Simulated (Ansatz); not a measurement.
Base system: GaN (space group P-6m2, No. 187; a = 2.9393 Å, c = 2.6575 Å; a hypothetical phase, not in the database extracts checked; relaxed with 0.1 eV smearing).

The values are results of Ansatz (a program for electronic structure) PBEsol, spin-orbit coupling left out, not measurements.

Before the change:

The band gap is zero. The pressure is 0.0 GPa.

One thing is altered: an isotropic linear strain of −5.24 %, atoms relaxed at fixed cell.

**Question.** What does the calculation give for the band gap, energy relative to the base and pressure after the change?

**Answer.** The band gap stays zero; the energy grows by 182 meV/atom; the pressure (mean of the normal stresses, compression positive) goes from zero to 45.7 GPa.

No phonon test of stability was made. All final runs are without spin polarisation.
